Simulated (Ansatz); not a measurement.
Consider Ga2O3 in the corundum structure (space group R-3c, No. 167; a = 5.0003 Å, c = 13.4488 Å (hexagonal axes)). Axes: x lies along a and z along c of the hexagonal cell.

Method: PBEsol/PAW in Ansatz (a quantum-chemistry and plane-wave program), without spin-orbit coupling.

The change: uniaxial strain ε_zz = −2.25 %, all other strain components held at zero; the atoms relax in the strained cell.

Predict the stress tensor and what it implies for the stiffness.

Stress of the strained cell less that of the base (GPa, compression positive):
```
   3.20    0.00    0.00
   0.00    3.20    0.00
   0.00    0.00    8.02
```

Then −Δσ_ii/ε with ε = -0.0225 gives secant stiffness values (nonlinear terms included at this strain): C33 ≈ 357 GPa, C13 ≈ 142 GPa and C23 ≈ 142 GPa.

As a check, the harmonic strain energy −½ V₀ Δσ:ε is 5.5 meV/atom; the computed energy rise is 5.4 meV/atom.

Whether these cells are dynamically stable was not tested.
